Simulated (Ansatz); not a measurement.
# NiSi under a change: biaxial strain +1.07 %, plane normal [001], relaxed out of plane

The reference is NiSi (space group Pnma, No. 62; a = 5.119 Å, b = 3.342 Å, c = 5.563 Å; non-magnetic). Axes: x, y, z lie along a, b, c of the conventional cell.

Modification: tensile biaxial strain of 1.07 % in the plane normal to [001], as in epitaxy on a mismatched substrate; the out-of-plane cell vector and the atoms relax.

Calculations: Ansatz (an electronic-structure program) r2SCAN, spin-orbit coupling left out. k-mesh 14×9×9 (Γ-centred); smearing 0.05 eV (Fermi–Dirac), for the changed cell.

The volume per atom goes up by 0.12 Å³ (11.90 Å³ → 12.02 Å³) and the space group stays Pnma (No. 62). The shortest interatomic distance rises by 0.007 Å to 2.271 Å and the pressure (mean of the normal stresses, compression positive) goes from zero to -2.1 GPa. The band gap stays zero and the out-of-plane strain is -1.11 % (rough). The mean in-plane stress (compression positive) is -3.1 GPa (rough).

Final structure (turned so that z lies along the plane normal):

```xyz
8
Lattice="3.3780 0.0000 0.0000 0.0000 5.1737 0.0000 0.0000 0.0000 5.5015" Properties=species:S:1:pos:R:3 pbc="T T T"
Ni     0.8445     2.5486     3.7850
Ni     0.8445     5.1355     4.4672
Ni     2.5335     2.6250     1.7165
Ni     2.5335     0.0382     1.0343
Si     0.8445     1.6622     0.4708
Si     0.8445     4.2490     2.2799
Si     2.5335     3.5115     5.0307
Si     2.5335     0.9246     3.2216
```

Without a gap, meshes like the base's 9×14×9 leave anisotropic stresses uncertain by several tenths of a GPa, and small strain energies with them. Whether these cells are dynamically stable was not tested. Seeded moments were not kept for the base. All final runs are without spin polarisation.
